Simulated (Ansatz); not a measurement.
The parent structure is WSe$_{2}$ (space group P6_3/mmc, No. 194; a = 3.2790 Å, c = 12.7862 Å; layered, stacked along the Cartesian z axis).

The values are results of PBE-D3(BJ)/PAW in Ansatz (a program for electronic structure), without spin-orbit coupling, not measurements.

Strains are applied to the cell and any free atomic positions relax.

One change was made to it. Results:

The pressure (mean of the normal stresses, compression positive) goes from zero to 2.62 GPa; the width of the top valence band falls by 0.05 eV (1.52 eV → 1.47 eV); the smallest direct gap goes up by 0.13 eV to 1.70 eV; the energy goes up by 5.6 meV/atom; the gap character remains indirect, Γ → K–Γ (47 % along).

Problem. Name the change that was made.
A) isotropic strain −3.00 %
B) isotropic strain −1.80 %
C) isotropic strain −0.60 %
D) isotropic strain −1.20 %

Solution. D, isotropic strain −1.20 %. For comparison, the energy relative to the base in the other runs: isotropic strain −3.00 % gives +38 meV/atom; isotropic strain −1.80 % gives +13 meV/atom; isotropic strain −0.60 % gives +1.4 meV/atom.

With W present, leaving out spin-orbit coupling can change the band edges. Stability against distortions was not tested.
